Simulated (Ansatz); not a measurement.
Phonon-limited resistivity of NbB₂ (P6/mmm) against temperature in μΩ·cm, PBEsol, DFPT electron-phonon coupling, linearised Boltzmann equation (Ansatz, a program for electronic structure), harmonic crystal at a fixed cell. x, y and z are the axes of this cell:
```yaml
crystal:
  lattice:
    - [3.09374, 0.00000, 0.00000]
    - [-1.54687, 2.67926, 0.00000]
    - [0.00000, 0.00000, 3.29285]
  atoms:
    - { symbol: Nb, position: [0.00000, 0.00000, 0.00000] }
    - { symbol: B, position: [0.33333, 0.66667, 0.50000] }
    - { symbol: B, position: [0.66667, 0.33333, 0.50000] }
```

```
T      ρ (x, y)  ρ (z)
-----  --------  -----
50 K      0.099  0.089
77 K       0.57   0.54
100 K      1.21    ___
150 K       2.9    ___
200 K       4.8    4.6
250 K       6.9    6.5
273 K       7.8    7.5
300 K       9.0    8.5
350 K      11.1   10.5
400 K      13.1   12.4
500 K      17.2   16.2
600 K        21   19.9
800 K        29     27
```

Task: Fill in the missing entries.

Result: 
- 100 K, ρ (z): 1.16
- 150 K, ρ (z): 2.8

A metal at this level (no band gap). Only scattering by harmonic phonons is included (no impurities, grain boundaries, electron-electron scattering or thermal expansion). Spin-orbit coupling is left out. Halving the electron mesh (32x32x24) moves the resistivity by up to 11 %. Smearing 0.20 eV; phonons on a 5x5x4 q mesh, which this run doesn't test and which matters most at low temperature.
